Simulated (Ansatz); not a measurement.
**One base run on Li3Zn (P6_3/mmc, 8 atoms in the cell) and variants with one or two settings moved**

```
CELL_PARAMETERS angstrom
      5.78259     0.00000     0.00000
     -2.89129     5.00787     0.00000
      0.00000     0.00000     4.63808
ATOMIC_POSITIONS crystal
  Li 0.83920 0.67840 0.25000
  Li 0.16080 0.83920 0.75000
  Li 0.32160 0.16080 0.25000
  Li 0.16080 0.32160 0.75000
  Li 0.83920 0.16080 0.25000
  Li 0.67840 0.83920 0.75000
  Zn 0.33333 0.66667 0.25000
  Zn 0.66667 0.33333 0.75000
```

Base run A: LDA (PW92), default PAW files made with PBE run with Ansatz (a quantum-chemistry and plane-wave program), self-consistent single point.

Its settings: basis.ecutwfc = 30.9 Ry; kpoints.mp_grid.grid = 6 6 6; hamiltonian.xc = lda; hamiltonian.pseudopotentials = {kind: paw} (the program's default PAW files); scf.occupations.method = gaussian; scf.occupations.width = 0.0073 Ry.

The starting cell was generated: these elements placed on a structure prototype, without a prior relaxation; it need not be a known phase or ordering of this composition. Ansatz's pressure includes its estimate of the finite-basis (Pulay) stress.

ΔF is the free energy per atom less that of run A. 

Runs B sample the zone with one or two k-points, far too few for so small a cell.

Run A gave: pressure (GPa) -2.33; largest force (eV/Å) 0.461; k-points 28; valence electrons 42.

Runs:
- B: kpoints.mp_grid.grid: 6 6 6 → 1 1 2
- C: 2 x 1 x 1 supercell, mesh divided to match; kpoints.mp_grid.grid: 6 6 6 → 3 6 6
- D: kpoints.mp_grid.grid: 6 6 6 → 6 6 7
- E: scf.convergence.dr2_threshold: default (1e-07 eV) → 1e-10 eV
- F: scf.occupations.width: 0.0073 Ry → 0.0007 Ry
- G: scf.mixing.algorithm: default (the program chose MSR1) → broyden; scf.mixing.ndim: default → 2
- H: scf.mixing.algorithm: default (the program chose MSR1) → anderson; scf.mixing.beta: default → 0.7
- I: scf.mixing.preconditioner: default (the program chose Kerker) → ldos

**Question.** What does run D change against A?

**Answer.** The free energy falls by 4.2 meV/atom, the pressure moves little (-2.33 to -2.36 GPa) and the largest force goes from 0.461 to 0.446 eV/Å.

**Question.** What does run F change against A?

**Answer.** The free energy rises by 2.1 meV/atom, the pressure hardly changes (-2.33 to -2.34 GPa) and the largest force hardly changes (0.461 to 0.468 eV/Å).

| run | ΔF (meV/atom) | pressure (GPa) | largest force (eV/Å) | k-points | valence electrons |
|---|---|---|---|---|---|
| A | 0.00 | -2.33 | 0.461 | 28 | 42 |
| B | 501.2 | -2.24 | 0.613 | 2 | 42 |
| C | 0.00 | -2.33 | 0.461 | 32 | 84 |
| D | -4.2 | -2.36 | 0.446 | 28 | 42 |
| E | 0.00 | -2.33 | 0.461 | 28 | 42 |
| F | 2.1 | -2.34 | 0.468 | 28 | 42 |
| G | 0.00 | -2.33 | 0.461 | 28 | 42 |
| H | 0.00 | -2.33 | 0.461 | 28 | 42 |
| I | 0.00 | -2.33 | 0.461 | 28 | 42 |

Keys are those of Ansatz 0.2.
